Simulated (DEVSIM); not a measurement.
System: abrupt Si p-n junction, at 300 K.

Layer 1 from the left is Si, thickness (μm) 0.390, Na (cm⁻³) 2.4e16, τn (s) 2.1e-6, τp (s) 2.1e-6. Layer 2 from the left is Si, thickness (μm) 270, Nd (cm⁻³) 4.9e14, τn (s) 2.1e-6, τp (s) 2.1e-6.

Left contact: ohmic. Right contact: ohmic. Voltage is applied to the left contact. Recombination: SRH at mid-gap. Mobility is μmin + (μ − μmin)/(1 + (N/Nref)^α).

Constants are typed, rounded textbook-type inputs, not results; the design itself was drawn at random and stands for no fabricated device. Values at 300 K.

Si: gap (eV) 1.124, affinity (eV) 4.05, permittivity 11.7, Nc (cm⁻³) 2.86e19, Nv (cm⁻³) 3.1e19, μn (cm²/Vs) 1417, μp (cm²/Vs) 470, μn,min 52, μp,min 45, Nref,n 9.7e16, Nref,p 2.2e17, αn 0.68, αp 0.72.

Simulated with DEVSIM: 1D drift-diffusion, Boltzmann statistics, complete ionisation; no tunnelling, impact ionisation, image-force lowering or self-heating.

Dark forward current:

```tsv
|V| (V)	|J| (A/cm²)
0.05	1.452e-8
0.10	6.925e-8
0.15	3.336e-7
0.20	1.845e-6
0.25	1.138e-5
0.30	7.454e-5
0.35	0.0005005
0.40	0.003326
0.45	0.01960
0.50	0.07842
0.55	0.1935
0.60	0.3510
0.65	0.5400
0.70	0.7568
0.75	1.001
0.80	1.273
0.85	1.575
0.90	1.906
0.95	2.269
1.00	2.664
1.05	3.092
1.10	3.552
1.15	4.046
1.20	4.574
1.25	5.136
1.30	5.732
```

Question: Work out the local ideality factor n = ΔV / (kT/q · ln(J2/J1)) between the rows 0.15 and 0.20 V, 0.30 and 0.35 V, 1.25 and 1.30 V.

Answer: kT/q = 25.85 mV. From 0.15 to 0.20 V: ln(1.845e-6/3.336e-7) = 1.710, n = 1.13. From 0.30 to 0.35 V: ln(0.0005005/7.454e-5) = 1.904, n = 1.02, near the 1 of diffusion or emission over a barrier. From 1.25 to 1.30 V: ln(5.732/5.136) = 0.110, n = 17.62.

Question: Estimate the current at 0.30 V from the Shockley equation with J0 = Σ q ni² D/(N L) coth(W/L), τ joining the SRH, radiative and Auger lifetimes that are on, and W taken as the whole layer.

Answer: ni² = 1.16e20 cm⁻⁶; electrons in the p layer: μ = 1040 cm²/Vs, D = 26.8 cm²/s, τ = 2.10e-6 s, L = 75.0 μm, W/L = 0.0052, term 5.31e-10 A/cm²; holes in the n layer: μ = 465 cm²/Vs, D = 12.0 cm²/s, τ = 2.10e-6 s, L = 50.2 μm, W/L = 5.4, term 9.06e-11 A/cm². J0 = 6.22e-10 A/cm², and J = J0 exp(qV/kT) = 6.82e-5 A/cm². The simulation gives 7.45e-5 A/cm²; the estimate lies 8.5 % below. The estimate leaves out recombination in the depletion region and that region's share of W.
